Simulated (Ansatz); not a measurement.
Worked example: self-consistent single point of LiZn₃ (I4mm, 4 atoms in the cell) in Ansatz (a program for electronic structure).

Level of theory: LDA (PW92), default PAW files made with PBE (plane waves; Ansatz).

```
LiZn3
1.0
    0.00000     3.02014     3.02014
    3.02014     0.00000     3.02014
    3.02014     3.02014     0.00000
Li Zn
1 3
Direct
  0.00828   0.00828   0.99172
  0.25000   0.25000   0.25000
  0.75000   0.75000   0.75000
  0.50000   0.50000   0.50000
```

Reference input (self-consistent single point, DFT, LDA (PW92), plane waves, default PAW files made with PBE): basis.ecutwfc = 30.9 Ry; kpoints.mp_grid.grid = 8 8 8; hamiltonian.xc = lda; hamiltonian.pseudopotentials = {kind: paw} (the program's default PAW files); scf.occupations.method = gaussian; scf.occupations.width = 0.0073 Ry. This run's input differs from it in these lines:

Ansatz 0.2 input:
```diff
@@ -12,3 +12,3 @@
 basis:
-  ecutwfc: 30.9 Ry
+  ecutwfc: 61.7 Ry
 kpoints:
```

Log, with long lists cut:

```
SCF iter   1: F=—  HF=-9941.096526 eV  |F-HF|=—  |Δ(HF+E_count)|=         —  Δρ=5.10e-3  dr2=7.77e-3  ethr=1.77e-3  ⟨swp⟩=5.7  Hψ=6579  notcnv=0
all-band conjugate gradients solve this SCF's bands
preconditioner: auto → none
SCF iter   2: F=—  HF=-9941.090383 eV  |F-HF|=—  |Δ(HF+E_count)|=   6.14e-3  Δρ=2.00e-3  dr2=1.19e-3  ethr=1.99e-5  ⟨swp⟩=2.0  Hψ=3164  notcnv=0  defer=2
   [... lines left out ...]
SCF iter   4: F=—  HF=-9941.089590 eV  |F-HF|=—  |Δ(HF+E_count)|=   5.32e-4  Δρ=3.19e-4  dr2=2.94e-5  ethr=3.06e-6  ⟨swp⟩=2.0  Hψ=2459  notcnv=0  defer=2
SCF iter   5: F=—  HF=-9941.089602 eV  |F-HF|=—  |Δ(HF+E_count)|=   1.25e-5  Δρ=1.39e-4  dr2=7.21e-6  ethr=7.53e-8  ⟨swp⟩=2.0  Hψ=2485  notcnv=0  defer=2
SCF iter   6: F=—  HF=-9941.089598 eV  |F-HF|=—  |Δ(HF+E_count)|=   4.54e-6  Δρ=2.96e-5  dr2=2.77e-7  ethr=1.85e-8  ⟨swp⟩=2.0  Hψ=2468  notcnv=0  defer=2
SCF iter   7: F=-9941.089598 eV  HF=-9941.089598 eV  |F-HF|=3.25e-8  |Δ(HF+E_count)|=   4.64e-8  Δρ=6.09e-6  dr2=1.57e-8  ethr=2.56e-10  ⟨swp⟩=7.0  Hψ=7319  notcnv=0
SCF 1 converged in 7 iterations: F = -9941.089598 eV  dr2 = 1.57e-8
Free energy (F): -9941.089598 eV
Internal energy: -9941.084349 eV  (E = F + TS)
E sigma→0 (E₀):  -9941.086973 eV
Entropy (-TS):   -0.005249 eV (-1.312 meV/atom)
Fermi energy:    9.588894 eV
--- Forces (eV/Å), atoms counted from 1 ---
  atom   1  Li     0.00000000     0.00000000    -0.14133276
  atom   2  Zn    -0.00000000    -0.00000000     0.06838441
  atom   3  Zn    -0.00000000    -0.00000000     0.06838441
  atom   4  Zn     0.00000000     0.00000000     0.00457547
--- Stress (GPa, compression-positive) ---
       -4.920846       0.000000       0.000000
        0.000000      -4.920846       0.000000
        0.000000       0.000000      -4.934777
  P = ⅓ Tr σ = -4.9255 GPa (-49.255 kbar)
  The stress holds the Pulay correction. Without it, at fixed plane waves, as pw.x and ABINIT print it: P = -4.9283 GPa
```

The run converged in 7 iterations. Against the reference run the free energy goes down by 1.3 meV/atom, the pressure moves little (-4.91 to -4.93 GPa) and the largest force stays at 0.141 eV/Å.

The starting cell comes from a database of computed structures (which also holds hypothetical and non-ambient phases and stackings), without a prior relaxation at this level. Its lattice was rescaled by up to half a per cent. One atom was moved a little off its site on purpose. Ansatz's pressure includes its estimate of the finite-basis (Pulay) stress.
